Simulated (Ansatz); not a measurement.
The starting structures come from a database of crystals and need not be the phases stable at ambient conditions.

By PBEsol, the system below comes out a metal.

Here is the system:

```
CELL_PARAMETERS angstrom
      3.96878     0.00000     0.00000
      0.00170     3.96878     0.00000
      1.91193     1.91111     7.31417
ATOMIC_POSITIONS crystal
  Y  0.37446 0.62554 0.75000
  Y  0.62554 0.37446 0.25000
  Si 0.95701 0.20859 0.58513
  Si 0.04299 0.79141 0.41487
  Si 0.79141 0.04299 0.91487
  Si 0.20859 0.95701 0.08513
```

Space group of this cell: C2/c. The cell is taken as given; by PBEsol its mean pressure is -2.3 GPa.

The current flows along the normal of the first two printed cell vectors. No spin-orbit coupling; the value is a mean over 0.1 eV about the Fermi level.

Q: Give the ballistic conductance per area that PBEsol (Ansatz, an electronic-structure program) yields.

A: 0.66 × 10¹⁵ S/m² for both spins.
